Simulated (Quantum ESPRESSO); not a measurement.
Input and output of a self-consistent single point for SrAl2 (P1, 6 atoms in the cell) (Quantum ESPRESSO).

Computed with LDA (PZ), GBRV 1.5 ultrasoft (LDA) pseudopotentials (plane waves; Quantum ESPRESSO).

The change in words: atoms moved at random. Reference geometry:
```
CELL_PARAMETERS angstrom
      2.46218     4.05678     4.04831
     -2.46218     4.05678     4.04831
     -2.46218    -4.05678     4.04831
ATOMIC_POSITIONS crystal
  Sr 0.55033 0.25000 0.30033
  Sr 0.44967 0.75000 0.69967
  Al 0.83937 0.56854 0.27083
  Al 0.16063 0.43146 0.72917
  Al 0.83937 0.93146 0.90791
  Al 0.16063 0.06854 0.09209
```

Reference input (self-consistent single point, DFT, LDA (PZ), plane waves, GBRV 1.5 ultrasoft (LDA) pseudopotentials): ecutwfc = 40 Ry; ecutrho = 200 Ry; occupations = smearing; smearing = gaussian; degauss = 0.0073499 Ry; potentials = {Sr: sr_lda_v1.uspp.F.UPF, Al: al_lda_v1.uspp.F.UPF}; K_POINTS = automatic 6 6 6 0 0 0; conv_thr = 1e-10 Ry. This run's input differs from it in these lines:

```diff
@@ -8,6 +8,3 @@
 &system
-   ibrav = 11
-   celldm(1) = 9.30569930
-   celldm(2) = 1.6476381519
-   celldm(3) = 1.6441956768
+   ibrav = 0
    nat = 6
@@ -27,10 +24,14 @@
 ATOMIC_POSITIONS crystal
-Sr   -0.44967000    0.25000000    0.30033000
-Sr    0.44967000   -0.25000000    0.69967000
-Al   -0.16063000    0.56854000    0.27083000
-Al    0.16063000   -0.56854000    0.72917000
-Al    0.83937000   -0.06854000    0.90791000
-Al   -0.83937000    0.06854000    0.09209000
+Sr    0.29244000    0.54455100    0.74303300
+Sr    0.71141200    0.45082400    0.25022500
+Al    0.28066300    0.84417300    0.44269400
+Al    0.72431900    0.15215100    0.56249300
+Al    0.90207900    0.84150300    0.06743400
+Al    0.08908700    0.16679900    0.93412100
 K_POINTS automatic
 6 6 6  0 0 0
+CELL_PARAMETERS angstrom
+  -2.46218200     4.05678500     4.04830900
+   2.46218200    -4.05678500     4.04830900
+   2.46218200     4.05678500    -4.04830900
```

Log, with long lists cut:

```
     Self-consistent Calculation

     iteration #  1     ecut=    40.00 Ry     beta= 0.70

     Threshold (ethr) on eigenvalues was too large:
     Diagonalizing with lowered threshold

     negative rho (up, down):  1.283E-01 0.000E+00

     total energy              =    -167.03522859 Ry
     estimated scf accuracy    <       0.19651244 Ry

     iteration #  2     ecut=    40.00 Ry     beta= 0.70

     negative rho (up, down):  1.301E-01 0.000E+00

     total energy              =    -167.06984280 Ry
     estimated scf accuracy    <       0.13903563 Ry

     iteration #  3     ecut=    40.00 Ry     beta= 0.70

     negative rho (up, down):  1.309E-01 0.000E+00

     total energy              =    -167.10069926 Ry
     estimated scf accuracy    <       0.00757865 Ry

   [... 7 blocks of this kind left out ...]

     iteration # 11     ecut=    40.00 Ry     beta= 0.70

     negative rho (up, down):  1.310E-01 0.000E+00

     total energy              =    -167.10246089 Ry
     estimated scf accuracy    <          7.3E-10 Ry

     iteration # 12     ecut=    40.00 Ry     beta= 0.70

     negative rho (up, down):  1.310E-01 0.000E+00
     End of self-consistent calculation

     Number of k-points >= 100: set verbosity='high' to print the bands.

     the Fermi energy is     6.3025 ev

!    total energy              =    -167.10246089 Ry
     estimated scf accuracy    <          2.9E-11 Ry
     smearing contrib. (-TS)   =      -0.00065194 Ry
     internal energy E=F+TS    =    -167.10180894 Ry

     convergence has been achieved in  12 iterations

     negative rho (up, down):  1.310E-01 0.000E+00

     Forces acting on atoms (cartesian axes, Ry/au):

     atom    1 type  1   force =     0.00236533    0.00444635   -0.00557269
     atom    2 type  1   force =     0.00354263   -0.00506385    0.00032149
     atom    3 type  2   force =    -0.00103968   -0.00810152   -0.00203732
     atom    4 type  2   force =     0.00362267    0.00103314    0.00483596
   [... lines left out ...]
     Total force =     0.016587     Total SCF correction =     0.000016
   [... lines left out ...]

     negative rho (up, down):  1.310E-01 0.000E+00
          total   stress  (Ry/bohr**3)                   (kbar)     P=      -52.56
  -0.00038822  -0.00000555  -0.00000074          -57.11       -0.82       -0.11
  -0.00000555  -0.00034664   0.00000337           -0.82      -50.99        0.50
  -0.00000074   0.00000337  -0.00033706           -0.11        0.50      -49.58

   JOB DONE.
```

The run converged in 12 iterations. Against the reference run the free energy goes up by 2.5 meV/atom, the pressure goes from -5.37 to -5.26 GPa and the largest force goes from 0.153 to 0.216 eV/Å.

The starting cell comes from a database of computed structures (which also holds hypothetical and non-ambient phases and stackings), without a prior relaxation at this level. Its lattice was rescaled by a random factor within 2.5 % of one. For this run, on top of that: atoms moved at random. With a pressure of about -5 GPa the cell is away from its equilibrium volume at this level.

Cost on one core of a shared machine: roughly 4 min.
